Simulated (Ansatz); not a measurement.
Consider Hf in the hcp (Mg type) structure (space group P6_3/mmc, No. 194; a = 3.117 Å, c = 4.950 Å; relaxed with 0.1 eV smearing). Axes: x lies along a and z along c of the hexagonal cell.

Method: LDA in Ansatz (plane waves to 420 eV, PAW, spin-orbit coupling left out).

The change: the cell is compressed by 0.50 % along x with no lateral relaxation; the atoms relax in the strained cell.

Problem. What does the calculation give for the energy relative to the base after the change?

Solution. The energy rises by 0.3 meV/atom.

Problem. Predict the new stress.

Solution. The stress (xx, yy, zz, yz, xz, xy; compression positive) comes out as (0.9, 0.4, 0.4, 0.0, 0.0, 0.0) GPa.

Whether these cells are dynamically stable was not tested. All final runs are without spin polarisation.

Ansatz is an electronic-structure program.
